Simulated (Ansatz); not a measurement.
C: pressure series

The parent structure is C in the graphite type structure (space group P6_3/mmc, No. 194; layered, stacked along the Cartesian z axis).

```
CELL_PARAMETERS angstrom
      2.46498     0.00000     0.00000
     -1.23249     2.13473     0.00000
      0.00000     0.00000     6.72886
ATOMIC_POSITIONS crystal
  C  0.00000 0.00000 0.25000
  C  0.00000 0.00000 0.75000
  C  0.33333 0.66667 0.25000
  C  0.66667 0.33333 0.75000
```

Cell and atoms are relaxed at each pressure.

Levels (all Ansatz, a first-principles code, PAW, earlier PAW set): PBE-D3(BJ) (420 eV, spin-orbit coupling left out); r2SCAN+rVV10 (500 eV, no spin-orbit coupling).

The base cell above is that of PBE-D3(BJ); each level relaxes its own structures.

```json
[
 {"case": "pressure −1 GPa", "c/a ratio, PBE-D3(BJ)": "2.833", "c/a ratio, r2SCAN+rVV10": "?"},
 {"case": "pressure 0.3 GPa", "c/a ratio, PBE-D3(BJ)": "2.709", "c/a ratio, r2SCAN+rVV10": "2.699"},
 {"case": "pressure 0.7 GPa", "c/a ratio, PBE-D3(BJ)": "2.682", "c/a ratio, r2SCAN+rVV10": "2.677"},
 {"case": "pressure 1.5 GPa", "c/a ratio, PBE-D3(BJ)": "2.638", "c/a ratio, r2SCAN+rVV10": "?"},
 {"case": "pressure 3 GPa", "c/a ratio, PBE-D3(BJ)": "2.575", "c/a ratio, r2SCAN+rVV10": "?"},
 {"case": "pressure 5 GPa", "c/a ratio, PBE-D3(BJ)": "2.513", "c/a ratio, r2SCAN+rVV10": "2.526"},
 {"case": "pressure 7.5 GPa", "c/a ratio, PBE-D3(BJ)": "2.454", "c/a ratio, r2SCAN+rVV10": "2.471"},
 {"case": "pressure 10 GPa", "c/a ratio, PBE-D3(BJ)": "2.407", "c/a ratio, r2SCAN+rVV10": "?"}
]
```

Problem. Some entries are withheld; estimate them.

Solution. 
- pressure −1 GPa, c/a ratio, r2SCAN+rVV10: 2.793
- pressure 1.5 GPa, c/a ratio, r2SCAN+rVV10: 2.639
- pressure 3 GPa, c/a ratio, r2SCAN+rVV10: 2.583
- pressure 10 GPa, c/a ratio, r2SCAN+rVV10: 2.426

The two levels differ by at most about 0.039. They put the cases in the same order.

A case with no gap was solved on a k-mesh chosen for an insulator, which is coarse for it. Load acts through the strain it causes; cell and atoms are relaxed under it. Stability against distortions was not tested. Competing high-pressure phases were not computed.
